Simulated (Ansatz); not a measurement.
What uniaxial strain ε_zz = −1.50 % does to InAs

The reference is InAs in the zinc blende structure (space group F-43m, No. 216; a = 6.087 Å). Axes: x, y, z lie along the cube axes.

Modification: the cell is compressed by 1.50 % along z with no lateral relaxation; the atoms relax in the strained cell.

All numbers come from Kohn–Sham DFT with the PBEsol functional, run in Ansatz (a program for electronic structure) with PAW and 420 eV plane waves, no spin-orbit coupling. Settings: 9×9×9 k-points, 0.05 eV Fermi–Dirac smearing.

| quantity | base | changed | shift |
|---|---|---|---|
| volume per atom | 28.20 Å³ | 27.77 Å³ | -0.423 Å³ |
| space group | F-43m (No. 216) | I-4m2 (No. 119) | – |
| shortest interatomic distance | 2.636 Å | 2.623 Å | -0.013 Å |
| energy relative to the base (free energy F) | 0 meV/atom | +1.6 meV/atom | +1.6 meV/atom |
| pressure (mean of the normal stresses, compression positive) | 0.0 GPa | 0.9 GPa | +0.9 GPa |
| band gap (uncertain: the edges found look like a band crossing or inverted bands; the changed cell) | zero | 0.05 eV | – |
| stress (xx, yy, zz, yz, xz, xy; compression positive) (rough) | – | (0.7, 0.7, 1.2, 0.0, 0.0, 0.0) GPa | – |

Without a gap, meshes like the base's 9×9×9 leave anisotropic stresses uncertain by several tenths of a GPa, and small strain energies with them. No phonon test of stability was made. All final runs are without spin polarisation. A zero or small gap of InAs can be the functional's error rather than a property of the material.
